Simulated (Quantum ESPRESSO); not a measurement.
A self-consistent single point of SrTeO₃ (P2_1/c, 20 atoms in the cell) with Quantum ESPRESSO.

Level of theory: Wu-Cohen GGA, GBRV 1.5 ultrasoft (PBE) pseudopotentials (plane waves; Quantum ESPRESSO).

```
SrTeO3
1.0
    6.79181     0.00000     0.00000
    0.00000     7.23965     0.00000
   -5.16302     0.00000     6.97676
Sr Te O
4 4 12
Direct
  0.86114   0.62896   0.13048
  0.13886   0.37104   0.86952
  0.13886   0.12896   0.36952
  0.86114   0.87104   0.63048
  0.37331   0.83006   0.10355
  0.62669   0.16994   0.89645
  0.62669   0.33006   0.39645
  0.37331   0.66994   0.60355
  0.08778   0.81477   0.47882
  0.91222   0.18523   0.52118
  0.91222   0.31477   0.02118
  0.08778   0.68523   0.97882
  0.39469   0.91100   0.31768
  0.60531   0.08900   0.68232
  0.60531   0.41100   0.18232
  0.39469   0.58900   0.81768
  0.22501   0.02881   0.93534
  0.77499   0.97119   0.06466
  0.77499   0.52881   0.56466
  0.22501   0.47119   0.43534
```

Reference input (self-consistent single point, DFT, PBEsol, plane waves, GBRV 1.5 ultrasoft (PBESOL) pseudopotentials): ecutwfc = 40 Ry; ecutrho = 200 Ry; occupations = smearing; smearing = gaussian; degauss = 0.00147 Ry; potentials = {Sr: sr_pbesol_v1.uspp.F.UPF, Te: te_pbesol_v1.uspp.F.UPF, O: o_pbesol_v1.2.uspp.F.UPF}; K_POINTS = automatic 4 3 4 0 0 0; conv_thr = 1e-10 Ry. This run's input differs from it in these lines:

```diff
@@ -22,2 +22,3 @@
  degauss = 0.00147
+ input_dft = 'wc'
 /
@@ -27,5 +28,5 @@
 ATOMIC_SPECIES
-Sr    87.6200  sr_pbesol_v1.uspp.F.UPF
-Te   127.6000  te_pbesol_v1.uspp.F.UPF
-O     15.9990  o_pbesol_v1.2.uspp.F.UPF
+Sr    87.6200  sr_pbe_v1.uspp.F.UPF
+Te   127.6000  te_pbe_v1.uspp.F.UPF
+O     15.9990  o_pbe_v1.2.uspp.F.UPF
 ATOMIC_POSITIONS angstrom
```

Log, with long lists cut:

```
     Self-consistent Calculation

     iteration #  1     ecut=    40.00 Ry     beta= 0.70

---- Real-time Memory Report at c_bands before calling an iterative solver
           411 MiB given to the printing process from OS
           391 MiB allocation reported by mallinfo(arena+hblkhd)
------------------

     negative rho (up, down):  2.575E-01 0.000E+00

     total energy              =    -770.10976306 Ry
     estimated scf accuracy    <       7.06356186 Ry

     iteration #  2     ecut=    40.00 Ry     beta= 0.70

---- Real-time Memory Report at c_bands before calling an iterative solver
   [... lines left out ...]
           764 MiB given to the printing process from OS
           452 MiB allocation reported by mallinfo(arena+hblkhd)
------------------

     negative rho (up, down):  2.634E-01 0.000E+00

     total energy              =    -773.78343255 Ry
     estimated scf accuracy    <          5.8E-10 Ry

     iteration # 13     ecut=    40.00 Ry     beta= 0.70

---- Real-time Memory Report at c_bands before calling an iterative solver
           764 MiB given to the printing process from OS
           452 MiB allocation reported by mallinfo(arena+hblkhd)
------------------

     negative rho (up, down):  2.634E-01 0.000E+00
     End of self-consistent calculation

     the Fermi energy is     8.0809 ev

!    total energy              =    -773.78343255 Ry
     estimated scf accuracy    <          5.9E-11 Ry
     smearing contrib. (-TS)   =      -0.00000000 Ry
     internal energy E=F+TS    =    -773.78343255 Ry

     convergence has been achieved in  13 iterations

     negative rho (up, down):  2.634E-01 0.000E+00

     Forces acting on atoms (cartesian axes, Ry/au):

     atom    1 type  1   force =    -0.00044620   -0.00120893   -0.00015704
     atom    2 type  1   force =     0.00044620    0.00120893    0.00015704
     atom    3 type  1   force =     0.00044620   -0.00120893    0.00015704
     atom    4 type  1   force =    -0.00044620    0.00120893   -0.00015704
     atom    5 type  2   force =     0.09248178   -0.04239497    0.02086538
   [... lines left out ...]
     Total force =     0.358258     Total SCF correction =     0.000011
   [... lines left out ...]

     negative rho (up, down):  2.634E-01 0.000E+00
          total   stress  (Ry/bohr**3)                   (kbar)     P=       60.71
   0.00025151   0.00000000  -0.00002118           37.00        0.00       -3.12
   0.00000000   0.00041318   0.00000000            0.00       60.78        0.00
  -0.00002118   0.00000000   0.00057334           -3.12        0.00       84.34

   JOB DONE.
```

The run converged in 13 iterations. Against the reference run the pressure goes from 5.65 to 6.07 GPa, the largest force goes from 2.513 to 2.670 eV/Å and the gap on the mesh goes from 3.606 to 3.593 eV.

The starting cell comes from a database of computed structures (which also holds hypothetical and non-ambient phases and stackings), without a prior relaxation at this level. Spin-orbit coupling is off. With a pressure of about 6 GPa the cell is away from its equilibrium volume at this level. Forces in this geometry exceed 1 eV/Å.

Cost on one core of a shared machine: roughly 10 min.
